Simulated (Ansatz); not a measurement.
The parent structure is CaF2 in the fluorite structure (space group Fm-3m, No. 225; a = 5.439 Å).

Perturbation: hydrostatic tension (pressure −2 GPa).

Level of theory: r2SCAN in Ansatz (plane waves to 500 eV, PAW, no SOC).

Base, band edges from the VBM (valence, conduction): X 0.00, 8.79; W -0.10, 9.12; L -0.85, 10.24; Γ -0.26, 8.03; K -0.10, 9.06; U -0.10, 9.06 eV.

Task: Give the band edges at the high-symmetry points of the new zone, measured from its valence-band maximum.

Result: 
| point | valence edge (eV) | conduction edge (eV) |
|---|---|---|
| Γ | -0.26 | 7.89 |
| X | 0.00 | 8.72 |
| U | -0.09 | 8.99 |
| K | -0.09 | 8.99 |
| L | -0.83 | 10.13 |
| W | -0.09 | 9.05 |

The gap is 7.89 eV, indirect, X → Γ.

Load acts through the strain it causes; cell and atoms are relaxed under it. Gaps are read on the SCF mesh and a high-symmetry path. Whether these cells are dynamically stable was not tested.

Ansatz is a program for electronic structure.
